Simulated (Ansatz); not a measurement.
# SiC: pressure series

The reference is SiC in the zinc blende structure (space group F-43m, No. 216; a = 4.380 Å).

Cell and atoms are relaxed at each pressure.

Method: PBE (Ansatz, a quantum-chemistry and plane-wave program; PAW; 420 eV plane waves; no SOC).

Notes on the quantities. hole mass: degenerate bands, along [100].

```csv
variant,band gap,lattice parameter a,hole mass
base,1.37 eV,4.380 Å,"0.36, 0.59, 0.59 mₑ (at Γ)"
pressure −2 GPa,1.38 eV,4.394 Å,"0.36, 0.59, 0.59 mₑ (at Γ)"
pressure −1 GPa,1.38 eV,4.387 Å,"0.36, 0.59, 0.59 mₑ (at Γ)"
pressure 0.9 GPa,1.37 eV,4.374 Å,"0.36, 0.59, 0.59 mₑ (at Γ)"
pressure 2.1 GPa,1.36 eV,4.366 Å,"0.37, 0.59, 0.59 mₑ (at Γ)"
pressure 4.5 GPa,1.35 eV,4.350 Å,"0.37, 0.60, 0.60 mₑ (at Γ)"
pressure 9 GPa,1.34 eV,4.323 Å,"0.38, 0.60, 0.60 mₑ (at Γ)"
pressure 15 GPa,1.31 eV,[?],"0.39, 0.60, 0.60 mₑ (at Γ)"
pressure 22.5 GPa,1.29 eV,4.252 Å,"0.40, 0.60, 0.60 mₑ (at Γ)"
pressure 30 GPa,1.26 eV,[?],"0.42, 0.60, 0.60 mₑ (at Γ)"
```

Problem. Fill in the withheld entries from the trend.

Solution. 
- pressure 15 GPa, lattice parameter a: 4.290 Å
- pressure 30 GPa, lattice parameter a: 4.217 Å

Load acts through the strain it causes; cell and atoms are relaxed under it. Effective masses come from finite differences of ±0.01 Å⁻¹. Stability against distortions was not tested. No other phases were tried under pressure.
